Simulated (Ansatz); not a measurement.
Hf, response to strain

The reference is Hf in the hcp (Mg type) structure (space group P6_3/mmc, No. 194; relaxed with 0.1 eV smearing).

```yaml
crystal:
  lattice:
    - [3.19829, 0.00000, 0.00000]
    - [-1.59915, 2.76980, 0.00000]
    - [0.00000, 0.00000, 5.04882]
  atoms:
    - { symbol: Hf, position: [0.66667, 0.33333, 0.75000] }
    - { symbol: Hf, position: [0.33333, 0.66667, 0.25000] }
```

Cartesian axes are those of the cell as printed.

Strains are applied to the cell and any free atomic positions relax.

Level of theory: r2SCAN, PAW, 500 eV (Ansatz, an electronic-structure program; no spin-orbit coupling).

Notes on the quantities. energy relative to the base: free energy F.

```json
[
 {"uniaxial strain ε_xx (%)": "-3", "energy relative to the base (meV/atom)": "12.6"},
 {"uniaxial strain ε_xx (%)": "-2.5", "energy relative to the base (meV/atom)": "8.6"},
 {"uniaxial strain ε_xx (%)": "-2", "energy relative to the base (meV/atom)": "5.5"},
 {"uniaxial strain ε_xx (%)": "-1.5", "energy relative to the base (meV/atom)": "?"},
 {"uniaxial strain ε_xx (%)": "-1", "energy relative to the base (meV/atom)": "1.3"},
 {"uniaxial strain ε_xx (%)": "-0.5", "energy relative to the base (meV/atom)": "0.3"},
 {"uniaxial strain ε_xx (%)": "0", "energy relative to the base (meV/atom)": "0.0"}
]
```

Q: Fit ΔE = Aε² + Bε³ (ε in %) to the rows shown and predict the withheld row.

A: Least squares on the printed values gives A = 1.29 and B = -0.035 meV/atom (largest residual 0.0 meV/atom); this predicts 3.0 meV/atom, and the run gives 3.0 meV/atom, in agreement.

No phonon test of stability was made. The final runs are not spin-polarised.
